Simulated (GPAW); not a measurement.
# A series of runs on NiO (Fm-3m, 2 atoms in the cell)

```yaml
crystal:
  lattice:
    - [0.00000, 2.10698, 2.10698]
    - [2.10698, 0.00000, 2.10698]
    - [2.10698, 2.10698, 0.00000]
  atoms:
    - { symbol: Ni, position: [0.00000, 0.00000, 0.00000], spin: 2.0 }
    - { symbol: O, position: [0.50000, 0.50000, 0.50000] }
```
(The spins are starting values, not results.)

Base run A: PBE+U, GPAW PAW datasets PBE (gpaw-data 1.0.1) (GPAW), self-consistent single point.

Its settings: spinpol = true; mode = pw; ecut = 900 eV; xc = PBE; setups = {Ni: :d,6.2}; kpts = 13 13 13; mesh shift (steps) = 0 0 0; occupations.name = methfessel-paxton; occupations.width = 0.05 eV; occupations.order = 0; nbands = -8; convergence.forces = 0.001 eV/Å; convergence.bands = -6; symmetry.symmorphic = false; symmetry.tolerance = 0.0005; maxiter = 150.

The starting cell comes from a database of computed structures (which also holds hypothetical and non-ambient phases and stackings), without a prior relaxation at this level. Its lattice was rescaled by a random factor within 2.5 % of one. With one magnetic atom in the cell only a parallel order is possible. With U or open f shells several self-consistent states can exist.

Run A gave: size of the net moment (μB/atom) 1.00; k-points 84.

Runs:
- B: setups: {Ni: :d,6.2} → default; kpts: 13 13 13 → 7 7 7 [PBE]
- C: setups: {Ni: :d,6.2} → default; kpts: 13 13 13 → 9 9 9 [PBE]
- D: setups: {Ni: :d,6.2} → default; kpts: 13 13 13 → 11 11 11 [PBE]

Task: What does run D change against A?

Result: No clean gap remains on the mesh (levels overlap or are partly filled), against 2.24 eV before and the size of the net moment goes from 1.00 to 0.91 μB/atom.

Task: What does run C change against A?

Result: No clean gap remains on the mesh (levels overlap or are partly filled), against 2.24 eV before and the size of the net moment goes from 1.00 to 0.89 μB/atom.

Task: What does run B change against A?

Result: No clean gap remains on the mesh (levels overlap or are partly filled), against 2.24 eV before and the size of the net moment goes from 1.00 to 0.91 μB/atom.

```json
[
 {"run": "A", "size of the net moment (μB/atom)": "1.00", "k-points": "84"},
 {"run": "B", "size of the net moment (μB/atom)": "0.91", "k-points": "20"},
 {"run": "C", "size of the net moment (μB/atom)": "0.89", "k-points": "35"},
 {"run": "D", "size of the net moment (μB/atom)": "0.91", "k-points": "56"}
]
```
